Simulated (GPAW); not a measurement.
GPAW run on AgPt (P-6m2, 2 atoms in the cell): self-consistent single point.

Method of the run: PBEsol, GPAW PAW datasets PBEsol (made by gpaw-setup) (plane waves; GPAW).

The change in words: lattice scaled by 0.98. Reference geometry:
```
CELL_PARAMETERS angstrom
      2.78305     0.00000     0.00000
     -1.39152     2.41019     0.00000
      0.00000     0.00000     4.79511
ATOMIC_POSITIONS crystal
  Ag 0.00000 0.00000 0.50000
  Pt 0.66667 0.33333 0.00000
```

Reference input (self-consistent single point, DFT PBEsol, plane waves, GPAW PAW datasets PBEsol (made by gpaw-setup)): mode = pw; ecut = 600 eV; xc = PBEsol; kpts = 11 11 6; mesh shift (steps) = 0 0 0; occupations.name = methfessel-paxton; occupations.width = 0.1 eV; occupations.order = 0; nbands = -10; convergence.density = 1e-05 e/electron; symmetry.symmorphic = false; symmetry.tolerance = 0.0005. This run's input differs from it in these lines:

```diff
@@ -5,5 +5,5 @@
 atoms = Atoms(['Ag', 'Pt'],
-              cell=[[2.783050, 0.000000, 0.000000],
-                    [-1.391525, 2.410192, 0.000000],
-                    [0.000000, 0.000000, 4.795110]],
+              cell=[[2.727389, 0.000000, 0.000000],
+                    [-1.363694, 2.361988, 0.000000],
+                    [0.000000, 0.000000, 4.699208]],
               scaled_positions=[[0.000000, 0.000000, 0.500000],
```

Output (repeated stretches shortened):

```
     iter     time        total  log10-change:
                         energy   eigst   dens
iter:   1 --:--:--   -11.513576
iter:   2 --:--:--   -11.372549   -1.82  -1.46
iter:   3 --:--:--   -10.877622   -1.85  -1.49
iter:   4 --:--:--   -10.797656   -3.14  -1.99
iter:   5 --:--:--   -10.784819   -3.02  -2.09
iter:   6 --:--:--   -10.782584c  -4.54  -2.31
iter:   7 --:--:--   -10.778807c  -4.96  -2.33
iter:   8 --:--:--   -10.776629c  -3.55  -2.39
iter:   9 --:--:--   -10.775613c  -5.32  -3.15
iter:  10 --:--:--   -10.774515c  -4.99  -3.22
iter:  11 --:--:--   -10.774591c  -6.07  -3.45
iter:  12 --:--:--   -10.774457c  -5.94  -3.64
iter:  13 --:--:--   -10.774488c  -6.82  -3.81
iter:  14 --:--:--   -10.774491c  -7.28  -3.86
iter:  15 --:--:--   -10.774491c  -7.03  -3.90
iter:  16 --:--:--   -10.774478c  -7.49c -4.03
iter:  17 --:--:--   -10.774462c  -7.64c -4.07
iter:  18 --:--:--   -10.774446c  -7.67c -4.10
iter:  19 --:--:--   -10.774447c  -8.13c -4.33
iter:  20 --:--:--   -10.774465c  -7.34  -4.48
iter:  21 --:--:--   -10.774466c  -9.35c -4.89
iter:  22 --:--:--   -10.774468c  -8.24c -4.92
iter:  23 --:--:--   -10.774469c  -9.34c -5.25c
Converged after 23 iterations.

Dipole moment: (3.340269, -1.928505, -0.000000) |e|*Ang

Energy contributions relative to reference atoms: (reference = -644764.558578)

Kinetic:         -3.328837
Potential:       +1.534532
External:        +0.000000
XC:              -8.543796
Entropy (-ST):   -0.008528
Local:           -0.432103
SIC:             +0.000000
--------------------------
Free energy:    -10.778733
Extrapolated:   -10.774469

Showing only first 2 kpts
 Kpt  Band  Eigenvalues  Occupancy
  0    14      7.42570    2.00000
  0    15      9.78141    2.00000
  0    16      9.96883    2.00000
  0    17      9.96883    2.00000

  1    14      7.60670    2.00000
  1    15      8.80695    2.00000
  1    16      9.95611    2.00000
  1    17      9.95611    2.00000

Fermi level: 10.47910

No gap
No difference between direct/indirect transitions
Energy (eV): -10.774469

Forces in eV/Ang:
  0 Ag   -0.00000    0.00000    0.00000
  1 Pt    0.00000    0.00000    0.00000

Stress tensor:
    -0.056685     0.000000     0.000000
     0.000000    -0.056685     0.000000
     0.000000     0.000000    -0.032264
Stress (GPa, Voigt): [-9.0819 -9.0819 -5.1692  0.      0.      0.    ]
```

The run converged in 23 iterations. GPAW prints stress with tension positive. Against the reference run the free energy rises by 7.5 meV/atom and the pressure goes from -4.47 to 7.78 GPa.

The starting cell comes from a database of computed structures (which also holds hypothetical and non-ambient phases and stackings), without a prior relaxation at this level. For this run, on top of that: lattice scaled by 0.98. Spin polarisation is off. With a pressure of about 8 GPa the cell is away from its equilibrium volume at this level.

Cost on one core of a shared machine: roughly 80 s.
